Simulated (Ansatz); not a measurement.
For 1T (CdI2-type) Sc2C (structure not from a measured cell), PBEsol (Ansatz, an electronic-structure program, plane waves, PAW) gives:

| Item | Result |
|---|---|
| lattice parameter a | 3.288 Å |
| lattice parameter c | 5.625 Å |

Problem. What does r²SCAN-D4 (Ansatz, PAW) give for the same quantities?

Solution. 
- lattice constant a: 3.314 Å (goes up by 0.8 %)
- lattice parameter c: 5.634 Å (goes up by 0.2 %)

Changes are worked out from the printed values.

Unless a cell is named, each level is at its own relaxed cell (PBEsol 17.55, r²SCAN-D4 17.86 Å³/atom).

Caveats: the cell comes from a level without a dispersion term, which matters for the spacing of layers, chains or molecules (PBEsol); the relaxation could not lower the start's symmetry, so the cell can be a saddle point above a distorted one (PBEsol, r²SCAN-D4). Ansatz's density-functional and Hartree–Fock values are scalar-relativistic unless marked +SOC, with PAW data made under PBE.
